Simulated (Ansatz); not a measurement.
The reference is LiNbO$_{3}$ (space group R3c, No. 161).

```yaml
crystal:
  lattice:
    - [2.59494, 1.49819, 4.67151]
    - [-2.59494, 1.49819, 4.67151]
    - [0.00000, -2.99637, 4.67151]
  atoms:
    - { symbol: Li, position: [0.28074, 0.28074, 0.28074] }
    - { symbol: Li, position: [0.78074, 0.78074, 0.78074] }
    - { symbol: Nb, position: [0.99950, 0.99950, 0.99950] }
    - { symbol: Nb, position: [0.49950, 0.49950, 0.49950] }
    - { symbol: O, position: [0.10960, 0.35709, 0.72016] }
    - { symbol: O, position: [0.72016, 0.10960, 0.35709] }
    - { symbol: O, position: [0.35709, 0.72016, 0.10960] }
    - { symbol: O, position: [0.22016, 0.85709, 0.60960] }
    - { symbol: O, position: [0.85709, 0.60960, 0.22016] }
    - { symbol: O, position: [0.60960, 0.22016, 0.85709] }
```

Cartesian axes are those of the cell as printed.

The values are results of PBE (Ansatz, a program for electronic structure; PAW; 420 eV plane waves; no spin-orbit coupling), not measurements.

It is then changed as follows: biaxial strain +2.25 %, plane normal [001], relaxed out of plane (Cartesian); in-plane vectors clamped, the third vector and the atoms free.

**Question.** How does this affect the in-plane stress?

**Answer.** The mean in-plane stress (compression positive) is -4.2 GPa.

**Question.** What does the calculation give for the ratio −ε⊥/ε∥ after the change?

**Answer.** The ratio −ε⊥/ε∥ amounts to 0.50.

Whether these cells are dynamically stable was not tested.
